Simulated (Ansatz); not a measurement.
Start from KTaO₃ in the cubic perovskite structure (space group Pm-3m, No. 221; a = 4.0244 Å).

Level of theory: PBE in Ansatz (plane waves to 420 eV, PAW, without spin-orbit coupling).

Base values:

The shortest interatomic distance is 2.012 Å and the density comes out as 6.83 g/cm³. The smallest direct gap is 2.78 eV. The band gap comes out as 2.16 eV.

It is then changed as follows: a negative pressure, −1 GPa.

Question: Predict the new shortest interatomic distance.

Answer: The shortest interatomic distance grows by 0.004 Å (2.012 Å → 2.016 Å).

Question: What happens to the density?

Answer: The density falls by 0.04 g/cm³ (6.83 g/cm³ → 6.79 g/cm³).

Question: Predict the new smallest direct gap.

Answer: The smallest direct gap falls by 0.01 eV to 2.77 eV.

Question: Predict the new band gap.

Answer: The band gap drops by 0.01 eV, from 2.16 eV to 2.15 eV.

Spin-orbit coupling, missing from the scalar runs, can matter with Ta. Load acts through the strain it causes; cell and atoms are relaxed under it. No phonon test of stability was made.

Ansatz is a quantum-chemistry and plane-wave program.
